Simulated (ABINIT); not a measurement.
A self-consistent single point of AgI (F-43m, 2 atoms in the cell) with ABINIT

Computed with LDA (PW92), PAW (JTH v2.0 LDA PAW) (plane waves; ABINIT).

Input:

```
# AgI, JTH v2.0 LDA PAW
pp_dirpath "./"
pseudos "Ag.LDA_PW-JTH.xml, I.LDA_PW-JTH.xml"
acell 3*1.0
rprim
        -0.0000000000    6.1723179546    6.1723179546
         6.1723179546   -0.0000000000    6.1723179546
         6.1723179546    6.1723179546    0.0000000000
natom 2
ntypat 2
znucl 47 53
typat 1 2
xred
         0.0000000000    0.0000000000    0.0000000000
         0.2500000000    0.2500000000    0.2500000000
ecut 20
pawecutdg 40
pawxcdev 0
occopt 3
tsmear 0.05 eV
nband 14
kptopt 1
ngkpt 5 5 5
nshiftk 1
shiftk 0 0 0
nstep 80
tolvrs 1.0e-12
prtwf 0
prtden 0
prtvol 1
enunit 2
```

Output (repeated stretches shortened):

```
 Symmetries : space group F-4 3 m (#216); Bravais cF (face-center cubic)

 -outvars: echo values of preprocessed input variables --------
            acell      1.0000000000E+00  1.0000000000E+00  1.0000000000E+00 Bohr
             ecut      2.00000000E+01 Hartree
           enunit           2
              ixc       -1012
         kptrlatt        5    0    0      0    5    0      0    0    5
          kptrlen      4.36448788E+01
            natom           2
            nband          14
            ngfft          36      36      36
          ngfftdg          50      50      50
             nkpt          10
            nstep          80
             nsym          24
           ntypat           2
           occopt           3
        pawecutdg      4.00000000E+01 Hartree
         pawxcdev           0
            rprim     -0.0000000000E+00  6.1723179546E+00  6.1723179546E+00
                       6.1723179546E+00 -0.0000000000E+00  6.1723179546E+00
                       6.1723179546E+00  6.1723179546E+00  0.0000000000E+00
          spgroup         216
           tolvrs      1.00000000E-12
           tsmear      1.83746627E-03 Hartree
            typat      1  2
           useylm           1
             xred      0.0000000000E+00  0.0000000000E+00  0.0000000000E+00
                       2.5000000000E-01  2.5000000000E-01  2.5000000000E-01
            znucl       47.00000   53.00000

== DATASET  1 ==================================================================

 Real(R)+Recip(G) space primitive vectors, cartesian coordinates (Bohr,Bohr^-1):
 R(1)=  0.0000000  6.1723180  6.1723180  G(1)= -0.0810068  0.0810068  0.0810068
 R(2)=  6.1723180  0.0000000  6.1723180  G(2)=  0.0810068 -0.0810068  0.0810068
 R(3)=  6.1723180  6.1723180  0.0000000  G(3)=  0.0810068  0.0810068 -0.0810068
 Unit cell volume ucvol=  4.7029988E+02 bohr^3
 Angles (23,13,12)=  6.00000000E+01  6.00000000E+01  6.00000000E+01 degrees

 Coarse grid specifications (used for wave-functions):

 getcut: wavevector=  0.0000  0.0000  0.0000  ngfft=  36  36  36
         ecut(hartree)=     20.000   => boxcut(ratio)=   2.04861

 Fine grid specifications (used for densities):

 getcut: wavevector=  0.0000  0.0000  0.0000  ngfft=  50  50  50
         ecut(hartree)=     40.000   => boxcut(ratio)=   2.01273

   2.19190560E+03                                ecore*ucvol(ha*bohr**3)

_setup2: Arith. and geom. avg. npw (full set) are    2010.808    2010.799

--- !BeginCycle
solver: {iscf: 17, nstep: 80, nline: 4, wfoptalg: 10, }
tolerances: {tolvrs: 1.00E-12, }
...

     iter   Etot(hartree)      deltaE(h)  residm     nres2
 ETOT  1  -50.114385123483    -5.011E+01 2.344E-02 1.130E+00
 ETOT  2  -50.134620344203    -2.024E-02 1.047E-03 2.829E-01
 ETOT  3  -50.133514350258     1.106E-03 3.992E-04 1.748E-02
 ETOT  4  -50.133453741912     6.061E-05 3.893E-05 1.980E-03
 ETOT  5  -50.133448392322     5.350E-06 1.030E-06 6.116E-05
 ETOT  6  -50.133448747049    -3.547E-07 9.116E-07 1.670E-05
   [... 3 lines left out ...]
 ETOT 10  -50.133448860364    -9.207E-11 8.959E-09 4.617E-10
 ETOT 11  -50.133448860369    -5.009E-12 3.827E-10 1.430E-10
 ETOT 12  -50.133448860368     7.034E-13 9.897E-10 1.626E-11
 ETOT 13  -50.133448860369    -1.265E-12 4.335E-11 1.563E-12
 ETOT 14  -50.133448860368     7.532E-13 1.104E-10 2.533E-13

 At SCF step   14       nres2   =  2.53E-13 < tolvrs=  1.00E-12 =>converged.

 Cartesian components of stress tensor (hartree/bohr^3)
  sigma(1 1)=  8.66725174E-05  sigma(3 2)=  0.00000000E+00
  sigma(2 2)=  8.66725174E-05  sigma(3 1)=  0.00000000E+00
  sigma(3 3)=  8.66725174E-05  sigma(2 1)=  0.00000000E+00

 ----iterations are completed or convergence reached----

 reduced coordinates (array xred) for    2 atoms
       0.000000000000      0.000000000000      0.000000000000
       0.250000000000      0.250000000000      0.250000000000
 cartesian forces (eV/Angstrom) at end:
    1     -0.00000000000000    -0.00000000000000    -0.00000000000000
    2     -0.00000000000000    -0.00000000000000    -0.00000000000000
 frms,max,avg= 0.0000000E+00 0.0000000E+00   0.000E+00  0.000E+00  0.000E+00 e/A
 length scales=  1.000000000000  1.000000000000  1.000000000000 bohr
              =  0.529177208590  0.529177208590  0.529177208590 angstroms
 Fermi (or HOMO) energy (hartree) =  -0.08837   Average Vxc (hartree)=  -0.32504
 Eigenvalues (hartree) for nkpt=  10  k points:
 kpt#   1, nband= 14, wtk=  0.00800, kpt=  0.0000  0.0000  0.0000 (reduced coord)
  -0.58020   -0.26099   -0.26099   -0.26099   -0.21995   -0.21995   -0.10887   -0.10887
  -0.10887   -0.06996    0.10047    0.10047    0.10047    0.21608
      occupation numbers for kpt#   1
   2.00000    2.00000    2.00000    2.00000    2.00000    2.00000    1.99997    1.99997
   1.99997    0.00009    0.00000    0.00000    0.00000    0.00000
 prteigrs : prtvol=0 or 1, do not print more k-points.

 Fermi (or HOMO) energy (eV) =  -2.40472   Average Vxc (eV)=  -8.84478
 Eigenvalues (   eV  ) for nkpt=  10  k points:
 kpt#   1, nband= 14, wtk=  0.00800, kpt=  0.0000  0.0000  0.0000 (reduced coord)
 -15.78808   -7.10180   -7.10180   -7.10180   -5.98509   -5.98509   -2.96240   -2.96240
  -2.96240   -1.90377    2.73400    2.73400    2.73400    5.87974
 prteigrs : prtvol=0 or 1, do not print more k-points.

--- !EnergyTerms
comment             : Components of total free energy in Hartree
kinetic             :  1.36494827499955E+01
hartree             :  1.42104775413757E+01
xc                  : -1.63309085589544E+01
Ewald energy        : -3.65715400043004E+01
psp_core            :  4.66065526781322E+00
local_psp           : -3.37487461214034E+01
spherical_terms     :  3.99713036886624E+00
internal            : -5.01334487566075E+01
'-kT*entropy'       : -3.05747437233645E-08
total_energy        : -5.01334487871822E+01
total_energy_eV     : -1.36420051917367E+03
...

-Cartesian components of stress tensor (GPa)         [Pressure= -2.5500E+00 GPa]
- sigma(1 1)=  2.54999307E+00  sigma(3 2)=  0.00000000E+00
- sigma(2 2)=  2.54999307E+00  sigma(3 1)=  0.00000000E+00
- sigma(3 3)=  2.54999307E+00  sigma(2 1)=  0.00000000E+00

 Calculation completed.
```

The run converged in 14 iterations.

The starting cell has typed, rounded lattice constants, without a prior relaxation at this level. Its lattice was rescaled by up to half a per cent.
